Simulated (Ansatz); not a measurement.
Defect: Hf-vacancy pair (Hf on one host Ru site, one Ru site vacant) in hcp Ru, neutral cell. The step: direct exchange of Hf with the vacancy (Hf-vacancy distance between ideal sites 2.72 Å throughout); the atom moves 2.38 Å along (-0.87, 0.00, 0.00) of the unit cell; the moving atom starts with neighbours 2 Ru at 2.68, Ru at 2.72, 2 Ru at 2.74, Ru at 2.75, 2 Ru at 2.78, Ru at 2.80, Ru at 2.82, Ru at 2.92 Å and ends with 2 Ru at 2.68, Ru at 2.72, 2 Ru at 2.74, Ru at 2.75, 2 Ru at 2.78, Ru at 2.80, Ru at 2.82, Ru at 2.92 Å. A PBE band in Ansatz (plane-wave PAW, a 2×2×2 k-point mesh shifted by half a step along c, 36 host sites, 17 SCF runs with any check of the saddle's order, static, no finite-size correction) gives a forward barrier of 0.97 eV. The saddle point's order was not checked, and it lies on a symmetry element of the cell, where a band can be held. Forms of the defect that were not tried may lie lower. The start lies 0.035 eV above the lowest site run (PBE).

Single points at the band's start and saddle point can refine it. Rough cost of one point, in units of the band's mean SCF on the same machine:

| Level | Cost of one point |
|---|---|
| PBE, a 4×4×4 k-point mesh shifted by half a step along c | about 7 |
| r2SCAN at 500 eV, a 2×2×2 k-point mesh shifted by half a step along c | about 3 |

Q: Which of these move the barrier by more than 0.1 eV, and how far does each move it?

A: Not one does. PBE, a 4×4×4 k-point mesh shifted by half a step along c: +0.01 eV; r2SCAN at 500 eV, a 2×2×2 k-point mesh shifted by half a step along c: +0.04 eV. Each functional is compared with PBE at the same k-points.

Ansatz is a first-principles code.
